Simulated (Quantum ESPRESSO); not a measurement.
Input and output of a self-consistent single point for In (I4/mmm, 1 atom in the cell) (Quantum ESPRESSO).

Level of theory: PBE, spin-orbit coupling, PseudoDojo fully relativistic norm-conserving (PBE) pseudopotentials (plane waves; Quantum ESPRESSO).

```xyz
1
Lattice="1.6053 -1.6053 2.4555 1.6053 1.6053 2.4555 -1.6053 -1.6053 2.4555" Properties=species:S:1:pos:R:3 pbc="T T T"
In     0.0000     0.0000     0.0000
```

Reference input (self-consistent single point, DFT, PBE, plane waves, GBRV 1.5 ultrasoft (PBE) pseudopotentials): ecutwfc = 40 Ry; ecutrho = 200 Ry; occupations = smearing; smearing = fd; degauss = 0.0073499 Ry; potentials = {In: in_pbe_v1.4.uspp.F.UPF}; K_POINTS = automatic 19 19 19 0 0 0; conv_thr = 1e-10 Ry; mixing_beta = 0.3. This run's input differs from it in these lines:

```diff
@@ -13,4 +13,3 @@
  ntyp = 1,
- ecutwfc = 40,
- ecutrho = 200,
+ ecutwfc = 70,
  occupations = 'smearing',
@@ -18,2 +17,4 @@
  degauss = 0.0073499,
+ noncolin = .true.,
+ lspinorb = .true.,
 /
@@ -24,3 +25,3 @@
 ATOMIC_SPECIES
-In   114.8180  in_pbe_v1.4.uspp.F.UPF
+In   114.8180  In.upf
 ATOMIC_POSITIONS {angstrom}
```

Output, abridged:

```
     Self-consistent Calculation

     iteration #  1     ecut=    70.00 Ry     beta= 0.30

     Threshold (ethr) on eigenvalues was too large:
     Diagonalizing with lowered threshold

     total energy              =    -132.84133943 Ry
     estimated scf accuracy    <       0.00673011 Ry

     iteration #  2     ecut=    70.00 Ry     beta= 0.30

     total energy              =    -132.84093133 Ry
     estimated scf accuracy    <       0.00182882 Ry

     iteration #  3     ecut=    70.00 Ry     beta= 0.30
     c_bands:  1 eigenvalues not converged

     total energy              =    -132.84123324 Ry
     estimated scf accuracy    <       0.00017199 Ry

   [... 4 blocks of this kind left out ...]

     iteration #  8     ecut=    70.00 Ry     beta= 0.30

     total energy              =    -132.84124973 Ry
     estimated scf accuracy    <          4.2E-10 Ry

     iteration #  9     ecut=    70.00 Ry     beta= 0.30
     End of self-consistent calculation

     Number of k-points >= 100: set verbosity='high' to print the bands.

     the Fermi energy is    11.0340 ev

!    total energy              =    -132.84124973 Ry
     estimated scf accuracy    <          3.5E-12 Ry
     smearing contrib. (-TS)   =      -0.00103923 Ry
     internal energy E=F+TS    =    -132.84021049 Ry

     convergence has been achieved in   9 iterations

     Forces acting on atoms (cartesian axes, Ry/au):

     atom    1 type  1   force =     0.00000000    0.00000000    0.00000000

     Total force =     0.000000     Total SCF correction =     0.000000

          total   stress  (Ry/bohr**3)                   (kbar)     P=       35.67
   0.00024581   0.00000000   0.00000000           36.16        0.00        0.00
   0.00000000   0.00024581   0.00000000            0.00       36.16        0.00
   0.00000000   0.00000000   0.00023577            0.00        0.00       34.68

   JOB DONE.
```

The run converged in 9 iterations. Against the reference run the pressure goes from 2.49 to 3.57 GPa. The full log also holds: “c_bands:  2 eigenvalues not converged”.

The starting cell comes from a database of computed structures (which also holds hypothetical and non-ambient phases and stackings), without a prior relaxation at this level. Its lattice was rescaled by a random factor within 2.5 % of one. With a pressure of about 4 GPa the cell is away from its equilibrium volume at this level.

Cost on one core of a shared machine: roughly 6 min.
